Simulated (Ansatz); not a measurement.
Consider O vacancy in polar orthorhombic HfO2, charge state +2. Computed with PBE, PAW (plane waves to 420 eV; Ansatz, a program for electronic structure).

96-site cell at the relaxed PBE lattice, the Γ point alone, smearing 0.01 eV, spin-restricted, no finite-size correction. No zero-point or tunnelling terms. Spin-orbit coupling is left out. The host's phase is taken as given; its stability against other phases was not computed. The charge state is imposed; whether it is stable for some Fermi level was not computed. Forms of the defect that were not tried may lie lower.

Barriers: single points on a 2×2×2 k-point mesh shifted by half a step at the bands' geometries.

The step: a nearby O atom hops onto the vacant site; the atom moves 2.05 Å along (0.11, 0.37, 0.10) of the unit cell; from a vacant O site with 3 nearest neighbours to a vacant O site with 4 nearest neighbours; the moving atom starts with neighbours Hf at 2.08, Hf at 2.18, Hf at 2.30, Hf at 2.44; O at 2.56, O at 2.59, O at 2.62 Å and ends with Hf at 2.10, Hf at 2.15, Hf at 2.18; O at 2.70 Å.

Problem. What migration barrier of this step does PBE, PAW give?

Solution. 0.53 eV forward and 0.38 eV backward. At the saddle the moving atom has neighbours Hf at 1.98, Hf at 1.99; O at 2.56 Å. The saddle point's order was not checked.
